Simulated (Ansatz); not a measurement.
Start from an 8-atom supercell of W in the bcc (W type) structure (space group Im-3m, No. 229; a = 3.1545 Å) at its relaxed geometry.

Computed with PBEsol/PAW in Ansatz (a quantum-chemistry and plane-wave program), without spin-orbit coupling, earlier PAW set.

Base values:

- Pressure: -0.3 GPa

Modification: a neutral Li interstitial (started 1.58 Å from the nearest host atom), atoms relaxed at fixed cell, starting from a slightly rattled geometry.

**Question.** Predict the new largest displacement of a host atom from its site in the perfect cell.

**Answer.** The largest displacement of a host atom from its site in the perfect cell comes out as 0.35 Å.

**Question.** Predict the new pressure.

**Answer.** The pressure grows by 26.1 GPa to 25.8 GPa.

**Question.** How does this affect the final site of the added atom?

**Answer.** The final site of the added atom is 6 W at 1.93–2.17 Å (octahedral).

In so small a cell the defect repeats every few ångströms: this is an ordered compound, not a dilute defect. The final runs are not spin-polarised. The defect cell is not spin-polarised.
